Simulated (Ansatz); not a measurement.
System: ZrTi (P4/mmm, No. 123, 2 atoms in the cell; start mp-1215236). Method: r²SCAN in Ansatz (PAW).

Settings: plane-wave cutoff 560 eV, 18×18×14 k mesh (along the axes of the cell as run), Fermi–Dirac smearing 0.05 eV, no spin polarisation, scalar-relativistic PAW data made under PBE.

Cell (relaxed at this level):

```yaml
crystal:
  lattice:
    - [3.09749, 0.00000, 0.00000]
    - [0.00000, 3.09749, 0.00000]
    - [0.00000, 0.00000, 4.23844]
  atoms:
    - { symbol: Zr, position: [0.50000, 0.50000, 0.50000] }
    - { symbol: Ti, position: [0.00000, 0.00000, 0.00000] }
```

**Question.** What does this level give for the bulk modulus B0?

**Answer.** 
bulk modulus B0: 98.0 GPa

Note: the run has no spin polarisation, so it can have missed a magnetic state; the bulk modulus is −V dP/dV from two relaxed cells at ±2 % in volume; the relaxation could not lower the start's symmetry, so the cell can be a saddle point above a distorted one.

The computed numbers hold no vibrational or temperature effects.

Computing time: very roughly 6 core-minutes.

A start named mp-… is a Materials Project structure, which need not be a measured phase.

Ansatz is a first-principles code.
